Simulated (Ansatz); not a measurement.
Worked example: self-consistent single point of AgAu (P4/mmm, 2 atoms in the cell) in Ansatz (a first-principles code)

Method: PBE (plane waves, PAW; Ansatz).

Input:

Ansatz 0.2 input:
```yaml
# AgAu
crystal:
  lattice:
    - [2.975521, 0.000000, 0.000000]
    - [0.000000, 2.975521, 0.000000]
    - [0.000000, 0.000000, 3.900058]
  atoms:
    - { symbol: Ag, position: [0.500000, 0.500000, 0.500000] }
    - { symbol: Au, position: [0.000000, 0.000000, 0.000000] }
kpoints:
  mp_grid: { grid: [11, 11, 9] }
hamiltonian:
  xc: pbe
  pseudopotentials: { kind: paw }
scf:
  occupations: { method: fermi_dirac, width: 0.0073 Ry }
output:
  forces: true
  eigenvalues: true
  stress: true
```

Output (repeated stretches shortened):

```
WARN basis.ecutwfc = 420 eV, the default
WARN ansatz: RAYON_NUM_THREADS=1 ignored (pool sized by the plan → 1); use --threads N
Pseudopotentials: kind: paw
Pseudopotential: Ag, paw, valence charge 19
Pseudopotential: Au, paw, valence charge 19
Crystal: 2 atoms, lattice volume = 34.530 Å³
Basis set: ecut = 420 eV, 649 PW (Γ), exchange–correlation on 40×40×54 points (8 copies of the dense FFT grid, shifted against one another)
Bands: 23, of which v1, the nominal top of the filled ones, is band 19 counted from 1 (18 counted from 0)
Symmetry: 16 space group operations
Space group: P4/mmm (ITA 123), of the structure as read, at distance tolerance 3.3e-5 Å
k-points: 105 of 1089
Initial density: superposition of atomic densities (neutral atoms: chi_scale 0, normalization atom), corrected by the library's trained network
Initial wavefunctions: pseudopotential atomic-orbital guess
Eigensolver: davidson
Functional: x = pbe(κ = 0.804, μ = 0.2195149727645171), c = pbe(β = 0.06672455060314922)
SCF iter   1: F=—  HF=-20739.975830 eV  |F-HF|=—  |Δ(HF+E_count)|=         —  Δρ=1.80e-3  dr2=9.10e-4  ethr=1.77e-3  ⟨swp⟩=4.6  Hψ=8957  notcnv=0
all-band conjugate gradients solve this SCF's bands
preconditioner: auto → Kerker (q_TF=auto, 2.772 Å⁻¹)
SCF iter   2: F=—  HF=-20739.976669 eV  |F-HF|=—  |Δ(HF+E_count)|=   8.40e-4  Δρ=8.51e-4  dr2=1.21e-4  ethr=2.40e-6  ⟨swp⟩=2.0  Hψ=4423  notcnv=0
SCF iter   3: F=—  HF=-20739.976764 eV  |F-HF|=—  |Δ(HF+E_count)|=   9.48e-5  Δρ=2.95e-4  dr2=1.27e-5  ethr=3.17e-7  ⟨swp⟩=2.2  Hψ=3435  notcnv=0
SCF iter   4: F=—  HF=-20739.976697 eV  |F-HF|=—  |Δ(HF+E_count)|=   6.68e-5  Δρ=5.71e-5  dr2=9.27e-7  ethr=3.35e-8  ⟨swp⟩=2.0  Hψ=4366  notcnv=0
SCF iter   5: F=—  HF=-20739.976697 eV  |F-HF|=—  |Δ(HF+E_count)|=   5.04e-8  Δρ=1.70e-5  dr2=1.46e-7  ethr=2.44e-9  ⟨swp⟩=2.8  Hψ=4417  notcnv=0
SCF iter   6: F=-20739.976697 eV  HF=-20739.976697 eV  |F-HF|=7.63e-9  |Δ(HF+E_count)|=   1.81e-8  Δρ=5.89e-6  dr2=1.69e-8  ethr=2.63e-10  ⟨swp⟩=4.2  Hψ=8057  notcnv=0
SCF 1 converged in 6 iterations: F = -20739.976697 eV  dr2 = 1.69e-8
SCF converged after 6 iterations
Free energy (F): -20739.976697 eV
Harris-Foulkes:  -20739.976697 eV  (|F-HF|=7.63e-9)
Internal energy: -20739.958670 eV  (E = F + TS)
E sigma→0 (E₀):  -20739.967684 eV
Entropy (-TS):   -0.018027 eV (-9.014 meV/atom)
Fermi energy:    18.682312 eV
--- Per-component energies (eV) ---
  E_band       = -451.171789
  E_kinetic    = 1132.279781
  E_local      = -3937.366518  (includes V_loc(G=0)·N_el)
  E_nonlocal   = 154.065328
  E_hartree    = 1741.612666
  E_xc         = -413.109879
  E_vxc        = -510.456956  (∫ρ·V_xc dr)
  E_paw        = -13608.635496  (= ΣΔE_a)
  E_vpaw       = -772.921020  (= ΣTr[D̂ρ^β])
  E_aug_tail   = 0.001747  (compensation charges beyond the density's cutoff)
  E_ewald      = -5808.806299
  E_smearing   = -0.018027  (= −TS)
  E_closure    = -0.000000  (closes the sum)
  Σ components = -20739.976697   (vs F -20739.976697, Δ=0.00e0)
--- Forces (eV/Å), atoms counted from 1 ---
  atom   1  Ag     0.00000000     0.00000000     0.00000000
  atom   2  Au    -0.00000000    -0.00000000     0.00000000
  max |Σ_I F_I| component: 3.67e-29 eV/Å
--- Stress (GPa, compression-positive) ---
        3.307160       0.000000       0.000000
        0.000000       3.307160       0.000000
        0.000000       0.000000       6.334078
  P = ⅓ Tr σ = 4.3161 GPa (43.161 kbar)
  The stress holds the Pulay correction. Without it, at fixed plane waves, as pw.x and ABINIT print it: P = 4.2521 GPa
--- Band table (eV; the first three rows and the last of 105) ---
  k-point 0: bands = ["-86.7283", "-73.2177", "-38.1857", "-38.1377", "-38.1377", "-36.6927", "-36.6714", "-36.6714", "9.8927", "12.1147", "12.2677", "13.8421", "13.8421", "14.3537", "14.8555", "15.4764", "16.2846", "16.5206", "16.5206", "20.9304", [...]
  k-point 1: bands = ["-86.7283", "-73.2177", "-38.1854", "-38.1376", "-38.1376", "-36.6936", "-36.6716", "-36.6716", "10.0365", "12.1819", "12.3217", "13.8945", "13.8945", "14.2797", "14.8838", "15.4181", "16.2499", "16.3988", "16.3988", "20.0123", [...]
  k-point 2: bands = ["-86.7283", "-73.2177", "-38.1846", "-38.1372", "-38.1372", "-36.6958", "-36.6720", "-36.6720", "10.4505", "12.3656", "12.4797", "14.0496", "14.0496", "14.0718", "14.9629", "15.2589", "16.0759", "16.0759", "16.1548", "18.3124", [...]
  k-point 104: bands = ["-86.7235", "-73.2104", "-38.2083", "-38.2082", "-38.1696", "-36.7270", "-36.7269", "-36.6895", "13.0084", "13.0887", "13.3503", "13.3889", "13.8901", "13.9266", "15.0287", "15.5585", "15.7353", "16.6894", "22.1377", [...]
```

The run converged in 6 iterations.

The starting cell was generated: these elements placed on a structure prototype, without a prior relaxation; it need not be a known phase or ordering of this composition. Its lattice was rescaled by a random factor within 2.5 % of one. Spin-orbit coupling is off. With a pressure of about 4 GPa the cell is away from its equilibrium volume at this level. Ansatz's pressure includes its estimate of the finite-basis (Pulay) stress.
